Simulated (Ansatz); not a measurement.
**Hf3N4, pressure series**

The parent structure is Hf3N4 (space group R-3m, No. 166; a = 3.385 Å, c = 24.946 Å (hexagonal axes); a cell from a computed database, its experimental status unchecked).

Cell and atoms are relaxed at each pressure.

Computed with PBEsol/PAW in Ansatz (an electronic-structure program), scalar-relativistic without spin-orbit coupling.

```tsv
change	c/a ratio	shortest interatomic distance	band gap
base	7.371	2.025 Å	0.98 eV
pressure 0.3 GPa	…	2.025 Å	0.98 eV
pressure 0.7 GPa	…	2.024 Å	0.98 eV
pressure 1.5 GPa	…	2.022 Å	0.97 eV
```

Q: Some entries are withheld; estimate them.

A: 
- pressure 0.3 GPa, c/a ratio: 7.368
- pressure 0.7 GPa, c/a ratio: 7.364
- pressure 1.5 GPa, c/a ratio: 7.357

Spin-orbit coupling, missing from the scalar runs, can matter with Hf. Load acts through the strain it causes; cell and atoms are relaxed under it. Whether these cells are dynamically stable was not tested.
